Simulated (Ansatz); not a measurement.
We consider LiAlH4 (within 0.1 Å of I4₁/a, No. 88, 12 atoms in the cell; start mp-1180547), described by HSE06 (Ansatz, an electronic-structure program, plane waves, PAW).

Run with plane-wave cutoff 500 eV, 6×6×6 k mesh, gaussian smearing 0.02 eV, scalar-relativistic PAW data made under PBE.

Cell (relaxed with r²SCAN):

```
AlLiH4
1.0
    3.22924    -5.13769    -0.02816
    3.22924     5.13769    -0.02816
   -3.19899     0.00000     3.25428
Li Al H
2 2 8
Direct
  0.37470   0.62530   0.25000
  0.62530   0.37470   0.75000
  0.87520   0.12480   0.25000
  0.12480   0.87520   0.75000
  0.61943   0.03404   0.82420
  0.38057   0.96596   0.17580
  0.96596   0.38057   0.67580
  0.03404   0.61943   0.32420
  0.79016   0.70500   0.67107
  0.20984   0.29500   0.32893
  0.29500   0.20984   0.82893
  0.70500   0.79016   0.17107
```

**Question.** Predict the band gap.

**Answer.** 
- band gap: 5.08 eV (on the SCF k mesh)

Note: cell and atoms aren't relaxed at this level (largest force component 0.04 eV/Å).

Static lattice: no zero-point or thermal effects.

A start named mp-… is a Materials Project structure, which need not be a measured phase.
